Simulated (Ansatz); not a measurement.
# A computed series for BaF2: pressure series

Consider BaF2 in the fluorite structure (space group Fm-3m, No. 225; a = 6.137 Å).

Cell and atoms are relaxed at each pressure.

Method: PBEsol/PAW in Ansatz (a program for electronic structure), without spin-orbit coupling.

Candidates:
(a) pressure 75 GPa
(b) pressure 50 GPa
(c) pressure −1 GPa

Before the change:

The band gap is 6.83 eV.

Task: Order them by band gap, lowest first.

Result: (c) pressure −1 GPa (6.76 eV), (a) pressure 75 GPa (6.88 eV), (b) pressure 50 GPa (7.20 eV)

Load acts through the strain it causes; cell and atoms are relaxed under it. No phonon test of stability was made. Competing high-pressure phases were not computed.
